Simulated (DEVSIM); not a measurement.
Structure: illuminated Si n-on-p cell, one wavelength, at 300 K.

Layer 1 from the left is Si, thickness (μm) 0.990, Nd (cm⁻³) 1.2e18, τn (s) 1.7e-5, τp (s) 7.6e-6, absorption coefficient (cm⁻¹) 130. Layer 2 from the left is Si, thickness (μm) 130, Na (cm⁻³) 1.7e17, τn (s) 7.6e-5, τp (s) 7.6e-5, absorption coefficient (cm⁻¹) 130.

Left contact: ohmic, minority hole recombination velocity 9e5 cm/s. Right contact: ohmic, minority electron recombination velocity 1e5 cm/s. Voltage is applied to the left contact. Recombination: SRH at mid-gap, radiative, Auger. Light enters at the left, 5.1e16 photons cm⁻² s⁻¹, one pass, no reflection. Mobility is μmin + (μ − μmin)/(1 + (N/Nref)^α).

The device is made up for the run: typed textbook-type constants, with dimensions and the other settings drawn at random. Values at 300 K.

Si: gap (eV) 1.124, affinity (eV) 4.05, permittivity 11.7, Nc (cm⁻³) 2.86e19, Nv (cm⁻³) 3.1e19, μn (cm²/Vs) 1417, μp (cm²/Vs) 470, μn,min 52, μp,min 45, Nref,n 9.7e16, Nref,p 2.2e17, αn 0.68, αp 0.72, B (cm³/s) 4.7e-15, Cn (cm⁶/s) 2.8e-31, Cp (cm⁶/s) 9.9e-32.

DEVSIM, 1D drift-diffusion, Boltzmann statistics, complete ionisation; no tunnelling, impact ionisation, image-force lowering or self-heating.

Dark forward current:

| |V| (V) | |J| (A/cm²) |
|---|---|
| 0.15 | 3.538e-10 |
| 0.20 | 1.941e-9 |
| 0.25 | 1.199e-8 |
| 0.30 | 7.890e-8 |
| 0.35 | 5.346e-7 |
| 0.40 | 3.666e-6 |
| 0.45 | 2.527e-5 |
| 0.50 | 0.0001745 |
| 0.55 | 0.001206 |
| 0.60 | 0.008334 |
| 0.65 | 0.05748 |
| 0.70 | 0.3909 |
| 0.75 | 2.446 |
| 0.80 | 11.34 |
| 0.85 | 33.83 |
| 0.90 | 73.73 |
| 0.95 | 133.4 |
| 1.00 | 214.3 |
| 1.05 | 317.2 |
| 1.10 | 442.2 |
| 1.15 | 589.4 |
| 1.20 | 758.3 |
| 1.25 | 948.5 |
| 1.30 | 1160 |
| 1.35 | 1391 |
| 1.40 | 1641 |

Problem. Work out the local ideality factor n = ΔV / (kT/q · ln(J2/J1)) between the rows 0.15 and 0.20 V, 0.50 and 0.55 V, 1.35 and 1.40 V.

Solution. kT/q = 25.85 mV. From 0.15 to 0.20 V: ln(1.941e-9/3.538e-10) = 1.702, n = 1.14. From 0.50 to 0.55 V: ln(0.001206/0.0001745) = 1.933, n = 1.00, near the 1 of diffusion or emission over a barrier. From 1.35 to 1.40 V: ln(1641/1391) = 0.165, n = 11.70.

Problem. What current could the absorbed light give at most, and what share is collected?

Solution. Σ αd = 1.70, so qΦ(1 − exp(−Σ αd)) = 6.68 mA/cm². The simulated short-circuit current is 4.210 mA/cm², a share of 0.63.

Problem. Estimate the open-circuit voltage by superposition: the voltage at which the dark current equals that short-circuit current.

Solution. Interpolating ln J in the table gives 0.582 V. The simulation gives 0.582 V, the same within the digits that matter. Superposition holds where collection doesn't change with voltage.

Problem. Estimate the fill factor from FF0 = (v − ln(v + 0.72))/(v + 1), v = qVoc/(nkT), with n from the dark curve.

Solution. The rows about Voc, 0.55 and 0.60 V, give n = 1.00, so v = 22.5 and FF0 = 0.824. The simulation gives 0.823, the same within the digits that matter.
